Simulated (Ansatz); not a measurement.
GaN: energy against strain

GaN (zinc blende, F-43m, 11.375 Å³/atom at rest) under an equal strain ε in the (111) plane with the normal axis free, as in a coherent film. r2SCAN in Ansatz, a plane-wave DFT program (PAW, default set), 500 eV, 13×13×13 Γ-centred mesh, Fermi-Dirac smearing 0.05 eV; ions are relaxed within the symmetry of each cell.

Here s stands for strain and y for E less E0.

| strain (%) | E less E0 (meV/atom) |
|---|---|
| -2.50 | ? |
| -1.25 | 5.26 |
| -0.83 | 2.30 |
| -0.42 | 0.59 |
| 0.00 | 0.00 |
| 0.42 | 0.58 |
| 0.83 | 2.23 |
| 1.25 | 5.00 |

### Question
Using a parabola, estimate the missing y at s = -2.50 from the other rows, showing the fit.

### Answer
Least squares gives y = 0.004 - 0.0798·s + 3.2808·s². Residuals (row less fit): 0.030, -0.030, -0.026, -0.004, 0.031, 0.032, -0.030; standard error 0.037 (degrees of freedom: 4). Twice the quadratic coefficient over the volume, 2 × 3.2808 meV × 10⁴ × 0.1602 / 11.375 Å³, is twice the biaxial elastic modulus of this plane = 924 ± 7 GPa. At the withheld row, y = 0.004 - 0.0798 × (-2.50) + 3.2808 × (-2.50)² = 20.709 meV/atom. The calculation gives 21.58 meV/atom, 0.871 meV/atom above the prediction (4.0 % of the range of y in the table). The row lies outside the fitted rows, so this is an extrapolation. From the scatter of the fitted rows alone, a prediction at this place has a standard error of 0.141 meV/atom, so the miss is 6.2 times that.

One order more, fitted to all 13 runs of the series, follows each within 0.01, so the miss is the next term of a smooth law. GaN is here a metastable form; wurtzite is the usual one. Rows are the converged runs of the series near zero and its far end; series whose fitted rows scatter by over a few per cent of the range, as at a crossing or softening among them, aren't shown in this form. Most that stay on the fit to the last digits aren't either.
